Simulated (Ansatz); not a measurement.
**HfO2: energy against strain**

HfO2 (fluorite, Fm-3m, 10.693 Å³/atom at rest, cube axes along x, y and z) under a strain ε along a cube axis (axis z), the other axes held. PBEsol in Ansatz, a plane-wave DFT program (PAW, default set), 420 eV, 11×11×11 Γ-centred mesh, Fermi-Dirac smearing 0.05 eV; ions are relaxed within the symmetry of each cell.

Here s stands for strain and y for E less E0.

| strain (%) | E less E0 (meV/atom) |
|---|---|
| -1.50 | 4.46 |
| -1.00 | 1.98 |
| -0.50 | 0.50 |
| 0.00 | 0.00 |
| 0.50 | 0.50 |
| 1.00 | 1.92 |
| 1.50 | 4.27 |
| 3.00 | ? |

Question: Fit y against s with a parabola, and predict the withheld value at s = 3.00.

Answer: Least squares gives y = 0.011 - 0.0493·s + 1.9357·s². Residuals (row less fit): 0.020, -0.016, -0.020, -0.011, 0.030, 0.023, -0.022; standard error 0.028 (degrees of freedom: 4). Twice the quadratic coefficient over the volume, 2 × 1.9357 meV × 10⁴ × 0.1602 / 10.693 Å³, is the elastic constant C11 = 580 ± 4 GPa. At the withheld row, y = 0.011 - 0.0493 × 3.0 + 1.9357 × 3.0² = 17.284 meV/atom. The calculation gives 16.62 meV/atom, 0.664 meV/atom below the prediction (4.0 % of the range of y in the table). The row lies outside the fitted rows, so this is an extrapolation. From the scatter of the fitted rows alone, a prediction at this place has a standard error of 0.105 meV/atom, so the miss is 6.3 times that.

One order more, fitted to all 13 runs of the series, follows each within 0.02, so the miss is the next term of a smooth law. The primitive cell can neither tilt nor turn polar against its symmetry, as such crystals can under strain. HfO2 is here the high-temperature cubic form, which is unstable at 0 K; the monoclinic form is the stable one. Rows are the converged runs of the series near zero and its far end; series whose fitted rows scatter by over a few per cent of the range, as at a crossing or softening among them, aren't shown in this form. Most that stay on the fit to the last digits aren't either.
